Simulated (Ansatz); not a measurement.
**A computed series for hypothetical CsCl type SbP: element substitutions**

Start from SbP in the CsCl type structure (space group Pm-3m, No. 221; a = 3.4576 Å; a hypothetical phase, not in the database extracts checked).

Each row replaces one element on all its sites; cell and atoms are relaxed.

Computed with PBE in Ansatz (plane waves to 420 eV, PAW, no spin-orbit coupling).

```tsv
change	shortest interatomic distance	density
base	2.994 Å	6.14 g/cm³
P → As	3.099 Å	7.13 g/cm³
P → Ga	3.128 Å	6.75 g/cm³
P → Rh	…	…
```

Q: Complete the table.

A: 
- P → Rh, shortest interatomic distance: 2.866 Å
- P → Rh, density: 10.30 g/cm³

Whether these cells are dynamically stable was not tested. As relaxed here, SbAs, GaSb and RhSb are hypothetical phases, not in the database extracts checked. The final runs are not spin-polarised.

Ansatz is a quantum-chemistry and plane-wave program.
